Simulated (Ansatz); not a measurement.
## A computed series for BN: response to strain

Take BN in the zinc blende structure (space group F-43m, No. 216; a = 3.581 Å) as the base.

Strains are applied to the cell and any free atomic positions relax.

Level of theory: LDA (Ansatz, a quantum-chemistry and plane-wave program; PAW; 420 eV plane waves; no spin-orbit coupling).

| variant | volume per atom | band gap | pressure |
|---|---|---|---|
| base | 5.74 Å³ | 4.39 eV | -0.1 kbar |
| isotropic strain −2.00 % | 5.40 Å³ | ? | 272.0 kbar |
| isotropic strain −1.50 % | 5.48 Å³ | 4.44 eV | 198.0 kbar |
| isotropic strain −1.00 % | 5.57 Å³ | 4.43 eV | 128.0 kbar |
| isotropic strain +0.50 % | 5.82 Å³ | ? | -58.6 kbar |
| isotropic strain +1.00 % | 5.91 Å³ | 4.36 eV | -113.7 kbar |
| isotropic strain +1.50 % | 6.00 Å³ | 4.34 eV | -165.6 kbar |
| isotropic strain +2.00 % | 6.09 Å³ | 4.32 eV | -214.3 kbar |
| isotropic strain +2.50 % | 6.18 Å³ | 4.30 eV | -260.1 kbar |
| isotropic strain +3.00 % | 6.27 Å³ | 4.29 eV | -303.0 kbar |

Complete the table.


- isotropic strain −2.00 %, band gap: 4.46 eV
- isotropic strain +0.50 %, band gap: 4.38 eV

Stability against distortions was not tested.
